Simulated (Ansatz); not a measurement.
Start from CdS in the zinc blende structure (space group F-43m, No. 216).

```
CdS
1.0
    0.00000     2.93884     2.93884
    2.93884     0.00000     2.93884
    2.93884     2.93884     0.00000
Cd S
1 1
Direct
  0.00000   0.00000   0.00000
  0.25000   0.25000   0.25000
```

Cartesian axes are those of the cell as printed.

All numbers come from Ansatz (a first-principles code) r2SCAN, no SOC.

For the base:

| Property | Result |
|---|---|
| Volume per atom | 25.38 Å³ |
| Pressure | 0.01 GPa |
| Valence-band top at Γ | 0.00, 0.00, 0.00 eV |

It is then changed as follows: biaxial strain −0.50 %, plane normal [001], relaxed out of plane (Cartesian); in-plane vectors clamped, the third vector and the atoms free.

Task: How does this affect the volume per atom, pressure, energy relative to the base and valence-band top at Γ?

Result: The volume per atom shrinks by 0.066 Å³, from 25.38 Å³ to 25.32 Å³; the pressure (mean of the normal stresses, compression positive) goes up by 0.15 GPa, from 0.01 GPa to 0.16 GPa; the energy hardly moves; the valence-band top at Γ (three highest levels, from the VBM) becomes 0.00, 0.00, -0.04 eV (base: 0.00, 0.00, 0.00 eV).

The levels and masses belong to the bands next to the band gap. No phonon test of stability was made.
